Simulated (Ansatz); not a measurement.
The parent structure is PbF2 in the fluorite structure (space group Fm-3m, No. 225; a = 5.899 Å). Axes: x, y, z lie along the cube axes.

Computed with Ansatz (an electronic-structure program), PBEsol, PAW, cutoff 420 eV, without spin-orbit coupling.

Base values:

| Item | Result |
|---|---|
| Valley order | X along ⟨100⟩ 4.31 eV; L along ⟨111⟩ 4.93 eV; a point along ⟨110⟩, about 0.6 Å⁻¹ from Γ 5.30 eV |

One thing is altered: compressive biaxial strain of 1.25 % in the plane normal to [111], as in epitaxy on a mismatched substrate; the out-of-plane cell vector and the atoms relax.

Task: Estimate the effect on the out-of-plane strain, valley order and energy relative to the base.

Result: The out-of-plane strain is +1.47 %; the valley order (the lowest conduction-band minima on the path, energy above the VBM, named in the base's zone) goes from X along ⟨100⟩ 4.31 eV; L along ⟨111⟩ 4.93 eV; a point along ⟨110⟩, about 0.6 Å⁻¹ from Γ 5.30 eV to X along [010] 4.30 eV; L along [111] 4.82 eV; L along [1-1-1] 4.96 eV; a point along [1-10], about 0.6 Å⁻¹ from Γ 5.30 eV; the energy grows by 1.6 meV/atom.

With Pb present, leaving out spin-orbit coupling can change the band edges. The levels and masses belong to the bands next to the band gap. Whether these cells are dynamically stable was not tested.
